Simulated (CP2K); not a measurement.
Input and output of a self-consistent single point for LiCd3 (P6_3/mmc, 8 atoms in the cell) (CP2K).

Method of the run: PBEsol, GPW, DZVP-MOLOPT-SR-GTH basis, GTH-PBE potentials (GTH_POTENTIALS) (CP2K).

The change in words: lattice scaled by 0.98. Reference geometry:
```
LiCd3
1.0
    6.11013     0.00000     0.00000
   -3.05506     5.29153     0.00000
    0.00000     0.00000     4.84924
Li Cd
2 6
Direct
  0.66667   0.33333   0.25000
  0.33333   0.66667   0.75000
  0.83012   0.16988   0.75000
  0.16988   0.83012   0.25000
  0.66024   0.83012   0.25000
  0.33976   0.16988   0.75000
  0.83012   0.66024   0.75000
  0.16988   0.33976   0.25000
```

Reference input (self-consistent single point, DFT PBEsol, GPW, DZVP-MOLOPT-SR-GTH basis, GTH-PBE potentials (GTH_POTENTIALS)): CUTOFF = 500 Ry; REL_CUTOFF = 50 Ry; SMEAR/METHOD = FERMI_DIRAC; ELECTRONIC_TEMPERATURE = 1578.21 K; KPOINTS/SCHEME = MONKHORST-PACK 4 4 5; GAMMA_CENTERED = T; XC_FUNCTIONAL = PBE:PBESOL; Li/BASIS_SET = DZVP-MOLOPT-SR-GTH-q3; Li/POTENTIAL = GTH-PBE-q3; Cd/BASIS_SET = DZVP-MOLOPT-SR-GTH-q12; Cd/POTENTIAL = GTH-PBE-q12; METHOD = GPW. This run's input differs from it in these lines:

```diff
@@ -66,4 +66,4 @@
     &CELL
-      ABC 6.11013000 6.11013017 4.84924000
-      ALPHA_BETA_GAMMA 90.00000000 90.00000000 119.99999906
+      ABC 5.98792700 5.98792734 4.75225500
+      ALPHA_BETA_GAMMA 90.00000000 90.00000000 120.00000366
       PERIODIC XYZ
```

Log, with long lists cut:

```
 SCF WAVEFUNCTION OPTIMIZATION

  Step     Update method      Time    Convergence         Total energy    Change
     1 NoMix/Diag. 0.30E+00      -     0.58842790      -291.5575702215 -2.92E+02
     2 Broy./Diag. 0.30E+00      -     0.09751876      -294.1180376764 -2.56E+00
     3 Broy./Diag. 0.30E+00      -     0.07867112      -291.8402744738  2.28E+00
     4 Broy./Diag. 0.30E+00      -     0.00956945      -290.7749282973  1.07E+00
     5 Broy./Diag. 0.30E+00      -     0.00367437      -290.7461778795  2.88E-02
     6 Broy./Diag. 0.30E+00      -     0.00059788      -290.7993829788 -5.32E-02
   [... 3 lines left out ...]
    10 Broy./Diag. 0.30E+00      -     0.00000409      -290.8015139676 -8.29E-05
    11 Broy./Diag. 0.30E+00      -     0.00000122      -290.8014937939  2.02E-05
    12 Broy./Diag. 0.30E+00      -     0.00000185      -290.8014905892  3.20E-06
    13 Broy./Diag. 0.30E+00      -     0.00000002      -290.8014914217 -8.32E-07
  *** SCF run converged in    13 steps ***

  Overlap energy of the core charge distribution:               0.00000000037571
  Self energy of the core charge distribution:               -455.83953852551679
  Core Hamiltonian energy:                                    144.31616543999627
  Hartree energy:                                              63.61407571474340
  Exchange-correlation energy:                                -42.88517395724452
  Electronic entropic energy:                                  -0.00702009401365
  Fermi energy:                                                 0.25088543546246

  Total energy:                                              -290.80149142165851
  Total energy (extrapolated to T->0):                       -290.79798137465167

   [... lines left out ...]

 STRESS| Analytical stress tensor [bar]
 STRESS|                        x                   y                   z
 STRESS|      x        3.37430901082E+04   1.73437128499E+00  -3.20781758005E-09
 STRESS|      y        1.73437128499E+00   3.37451019326E+04  -7.04384610528E-09
 STRESS|      z       -3.20781758005E-09  -7.04384610528E-09   3.10565283946E+04
 STRESS| 1/3 Trace                                             3.28482401451E+04
```

The run converged in 13 iterations. Against the reference run the free energy rises by 9.8 meV/atom, the pressure goes from -0.31 to 3.28 GPa and the largest force goes from 0.013 to 0.045 eV/Å.

The starting cell comes from a database of computed structures (which also holds hypothetical and non-ambient phases and stackings), without a prior relaxation at this level. For this run, on top of that: lattice scaled by 0.98. Values carry the incompleteness of an atom-centred basis. The potentials were made for another functional than the one used. With a pressure of about 3 GPa the cell is away from its equilibrium volume at this level.

Cost on one core of a shared machine: roughly 70 s.
